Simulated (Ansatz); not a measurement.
# How the lattice constant a of OsC (model structure, started from the CsCl type, Pm-3m, No. 221, 2 atoms in the cell) moves with the method

No measured value is used here.

```json
[
 {"level (code)": "LDA (Ansatz)", "value (Å)": "2.653"},
 {"level (code)": "PBE (Ansatz)", "value (Å)": "2.690"},
 {"level (code)": "PBEsol (Ansatz)", "value (Å)": "2.666"},
 {"level (code)": "PBE-D3(BJ) (Ansatz)", "value (Å)": "2.673"}
]
```

Density-functional levels without +SOC have no spin–orbit coupling. LDA, PBE, PBEsol, PBE-D3(BJ): the run has no spin polarisation, so it can have missed a magnetic state. Ansatz's density-functional and Hartree–Fock values are scalar-relativistic unless marked +SOC, with PAW data made under PBE.

A model structure was made by putting elements into a prototype or built by hand; it is no filed structure, need not be a known phase, and can be a saddle point held by its symmetry.

Ansatz is a first-principles code.
